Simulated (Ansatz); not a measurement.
CaO (P6₃/mmc, No. 194, 4 atoms in the cell; start mp-545512; a measured phase of this formula has another space group) was calculated with HSE06 (plane waves, PAW; Ansatz, a first-principles code).

Run with plane-wave cutoff 520 eV, 6×6×6 k mesh, scalar-relativistic PAW data made under PBE.

Cell (relaxed at this level):

CaO has the hexagonal space group P6₃/mmc (No. 194), Pearson symbol hP4. Lattice parameters: a = b = 3.9841 Å, c = 4.7710 Å, α = β = 90.00°, γ = 120.00°. Ca on 2d has 5 O at 2.300–2.386 Å (trigonal bipyramidal). O on 2c is surrounded by 5 Ca at 2.300–2.386 Å (trigonal bipyramidal). (Neighbours: up to the widest gap in distance over summed covalent radii, below 1.35, at either atom; cation-cation and far metal-metal contacts left out.)

### Question
Give the computed Voigt–Reuss–Hill bulk modulus, polycrystal shear modulus (Hill average), Young modulus and Poisson ratio.

### Answer

- Voigt–Reuss–Hill bulk modulus: 92.3 GPa
- polycrystal shear modulus (Hill average): 37.4 GPa
- Young modulus: 99.0 GPa
- Poisson ratio: 0.321

Note: the relaxation could not lower the start's symmetry, so the cell can be a saddle point above a distorted one.

Elastic constants are with the ions relaxed.

Static lattice: no zero-point or thermal effects.

It cost about 110 core-minutes (a rough figure) of CPU time.

A start named mp-… is a Materials Project structure, which need not be a measured phase.
